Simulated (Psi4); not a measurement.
Psi4 1.11, PBE/def2-svp: Ag(SMe)(PH3) (C[S][Ag]<-[PH3]), 10 atoms. The geometry is a generated start, not checked to be a minimum at this level.

```yaml
task: energy
method: pbe
basis: def2-svp
memory: 3 GB
maxiter: 100
keys_of_the_molecule_block: symmetry c1
scf_type: df (default)
guess: auto, which took SAD (default)
scf_initial_accelerator: adiis (default)
e_convergence: 1e-06 (default)
d_convergence: 1e-06 (default)
dft_radial_points: 75 (default)
dft_spherical_points: 302 (default)
effective_core_potentials: those of the basis set, past Kr
basis_functions: 111
grid_points: 216704
```

```xyz
10

Ag     0.1686     0.8063     0.1624
S      1.2001    -0.3492     1.9194
C      0.8889    -2.1363     1.6173
H     -0.1758    -2.3424     1.6403
H      1.3818    -2.6634     2.4293
H      1.3200    -2.4396     0.6685
P     -0.9382     2.0273    -1.6977
H     -0.4512     2.0103    -2.9880
H     -1.1689     3.3883    -1.6835
H     -2.2253     1.6986    -2.0680
```

Charge 0 and multiplicity 1 are set for this test and not shown to be the ground state.

One run each on 2 threads. Values of diis_max_vecs tried: 3, 6, 10 (default), 20.

Q: Predict the course of the SCF iterations along this series.

A: Fewest SCF iterations, within one of each other: 6 with 11, 10 (default) with 10, 20 with 10. The count rises to 27 at 3. All converge to one solution.

```tsv
diis_max_vecs	SCF iterations	end
3	27	same solution
6	11	same solution
10 (default)	10	same solution
20	10	same solution
```
